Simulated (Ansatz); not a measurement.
# What pressure 15 GPa does to CuAu

Base system: CuAu (space group P4/mmm, No. 123; a = 2.8815 Å, c = 3.6148 Å).

One thing is altered: cell and atoms relaxed at a pressure of 15 GPa.

The values are results of Kohn–Sham DFT with the PBE functional, run in Ansatz (an electronic-structure program) with PAW and 420 eV plane waves, no spin-orbit coupling, not measurements. k-mesh 16×16×13 (Γ-centred); smearing 0.05 eV (Fermi–Dirac).

| quantity | base | changed | shift |
|---|---|---|---|
| volume per atom | 15.01 Å³ | 13.79 Å³ | -1.22 Å³ |
| density | 14.41 g/cm³ | 15.69 g/cm³ | +1.28 g/cm³ |
| lattice parameter a | 2.882 Å | 2.814 Å | -0.0672 Å |
| c/a ratio | 1.254 | 1.237 | -0.017 |
| enthalpy H = E + PV relative to the base's energy | – | +1.34 eV/atom | – |
| band gap | zero | zero | – |

Load acts through the strain it causes; cell and atoms are relaxed under it. No phonon test of stability was made. No other phases were tried under pressure. All final runs are without spin polarisation.
